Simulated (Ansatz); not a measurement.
Worked example: self-consistent single point of ZrCoF₆ (R-3, 8 atoms in the cell) in Ansatz (an electronic-structure program).

Level of theory: LDA (PW92)+U, default PAW files made with PBE (plane waves; Ansatz).

```xyz
8
Lattice="2.7330 1.5779 4.6607 -2.7330 1.5779 4.6607 0.0000 -3.1558 4.6607" Properties=species:S:1:pos:R:3 pbc="T T T"
Co     0.0000     0.0000     0.0000
Zr     0.0000     0.0000     6.9910
F     -0.4509    -1.5795     5.8352
F      1.5933     0.3992     5.8352
F     -1.1424     1.1803     5.8352
F      0.4509     1.5795     8.1468
F     -1.5933    -0.3992     8.1468
F      1.1424    -1.1803     8.1468
```
Moments meant for the start (each program seeds them in its own way; μB, in the order of the atoms Co Zr F F F F F F): 3.0 0.0 0.0 0.0 0.0 0.0 0.0 0.0.

Reference input (self-consistent single point, DFT, LDA (PW92)+U, plane waves, default PAW files made with PBE): basis.ecutwfc = 420 eV; kpoints.mp_grid.grid = 4 4 4; hamiltonian.xc = lda; hamiltonian.pseudopotentials = {kind: paw} (the program's default PAW files); hamiltonian.hubbard.sites = [{species: Co, l: d, u_eff: 3.32}] eV; magnetization.spin_polarized = true; scf.occupations.method = cold; scf.occupations.width = 0.1 eV. This run's input differs from it in these lines:

```diff
@@ -21,3 +21,3 @@
   pseudopotentials: { kind: paw }
-  hubbard: { sites: [{ species: Co, l: d, u_eff: 3.32 }] }
+  hubbard: { sites: [{ species: Co, l: d, u_eff: 6.0 }] }
 magnetization:
```

The program printed (abridged):

```
SCF iter   1: F=—  HF=-13927.483929 eV  |F-HF|=—  |Δ(HF+E_count)|=         —  Δρ=3.26e-1 (↑1.08e-1 ↓3.26e-1)  dr2=1.79e2  dr2_m=1.66e1  M=0.384 μB ∫|m|=0.414 μB  β_m=0.30  ethr=3.10e-3  ⟨swp⟩=6.7  Hψ=5146  notcnv=0
all-band conjugate gradients solve this SCF's bands
preconditioner: auto → none
   [... lines left out ...]
SCF iter  22: F=—  HF=-13908.217844 eV  |F-HF|=—  |Δ(HF+E_count)|=   1.46e-5  S|Δr|=    0.00e0  Δρ=6.28e-6 (↑6.28e-6 ↓5.92e-6)  dr2=7.54e-8  dr2_m=1.24e-8  M=3.000 μB ∫|m|=3.023 μB  β_m=0.69  ethr=1.41e-10  ⟨swp⟩=9.4  Hψ=6956  notcnv=0
SCF iter  23: F=-13908.217844 eV  HF=-13908.217844 eV  |F-HF|=3.96e-9  |Δ(HF+E_count)|=   9.29e-8  S|Δr|=    0.00e0  Δρ=6.13e-6 (↑3.17e-6 ↓6.13e-6)  dr2=6.71e-8  dr2_m=6.36e-9  M=3.000 μB ∫|m|=3.023 μB  ethr=1.06e-10  ⟨swp⟩=4.6  Hψ=4352  notcnv=0
SCF 1 converged in 23 iterations: F = -13908.217844 eV  dr2 = 6.71e-8
Crystal: 8 atoms, lattice volume = 120.592 Å³
Initial density: read from a saved state, or passed on in memory by an earlier SCF of this step, an earlier step, the calling program or the single point that …
Starting moments: Σ|m| = 3 μB on 1 of 8 sites; this step starts from the density that it was given
Initial wavefunctions: those read from a saved state, or passed on in memory by an earlier step or the calling program
iter 1 solved again at ethr=9.45e-11 eV; its pass at ethr=3.10e-3 eV (dr2=6.71e-8 eV) is discarded
SCF iter   1: F=—  HF=-13908.217844 eV  |F-HF|=—  |Δ(HF+E_count)|=         —  Δρ=6.13e-6 (↑3.17e-6 ↓6.13e-6)  dr2=6.71e-8  dr2_m=6.36e-9  M=3.000 μB ∫|m|=3.023 μB  β_m=0.30  ethr=9.45e-11  ⟨swp⟩=1.3  Hψ=4106  notcnv=0
   [... lines left out ...]
preconditioner: auto → Resta (q_TF=auto, 2.498 Å⁻¹)
spin=Collinear: Resta preconditioning applied to the charge; magnetization (m = ρ↑ − ρ↓) channel mixes plain (no charge-response kernel on spin).
Crystal: 8 atoms, lattice volume = 120.592 Å³
preconditioner: auto → Resta (q_TF=auto, 2.498 Å⁻¹)
spin=Collinear: Resta preconditioning applied to the charge; magnetization (m = ρ↑ − ρ↓) channel mixes plain (no charge-response kernel on spin).
Absolute magnetization: 3.0205 μB (∫|ρ↑−ρ↓|, with the PAW one-centre terms)
Free energy (F): -13908.217844 eV
Fermi energy:    4.183225 eV
   [... lines left out ...]
--- Stress (GPa, compression-positive) ---
       -2.658954       0.000135       0.000000
       -0.000135      -2.658954       0.000000
       -0.000000       0.000000      -2.987855
  P = ⅓ Tr σ = -2.7686 GPa (-27.686 kbar)
  The stress holds the Pulay correction. Without it, at fixed plane waves, as pw.x and ABINIT print it: P = -3.6324 GPa
Occupation matrices written to occupation_matrices
```

The run converged, with 28 iterations in all over 2 SCF loops. 

The starting cell comes from a database of published, mostly measured structures (it also holds non-ambient and calculated ones), without a prior relaxation at this level. With one magnetic atom in the cell only a parallel order is possible. With U or open f shells several self-consistent states can exist. Ansatz's pressure includes its estimate of the finite-basis (Pulay) stress. Without the estimate this run gives -3.63 GPa.

These are the values that this program gave, and no reference: magnets with a U can end in a higher state.

Cost on one core of a shared machine: roughly 2 min.

Keys are those of Ansatz 0.2.
